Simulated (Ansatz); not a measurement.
An ideal cubic perovskite cell is held by its symmetry; such compounds can tilt or shift off centre at room temperature. The cell is built on a prototype and need not be the phase stable at ambient conditions.

Inside the gap of an insulator the Bloch states are evanescent, with a wavenumber k + iκ along the transport direction.

Input:

```xyz
5
Lattice="4.0017 0.0000 0.0000 0.0000 5.6593 0.0000 0.0000 2.8297 2.8297" Properties=species:S:1:pos:R:3 pbc="T T T"
Mg     0.0000     0.0000     0.0000
Sn     2.0009     2.8297     0.0000
O      2.0009     1.4148     1.4148
O      0.0000     2.8297     0.0000
O      2.0009     4.2445     1.4148
```

Space group of this cell: Pm-3m, cubic perovskite. The cell was relaxed by PBE-D3(BJ); by PBEsol its mean pressure is -1.8 GPa.

Transport runs along the normal of the first two printed cell vectors.

The gap is the functional's own, uncorrected, and κ follows it; spin-orbit coupling is left out. Mid-gap values are interpolated between the computed energies.

Predict the band gap and the smallest decay constant κ at mid-gap from PBEsol run with Ansatz (a first-principles code).

Gap 0.91 eV on a 10×10×10 mesh; κ = 0.141 1/Å, at the zone centre.
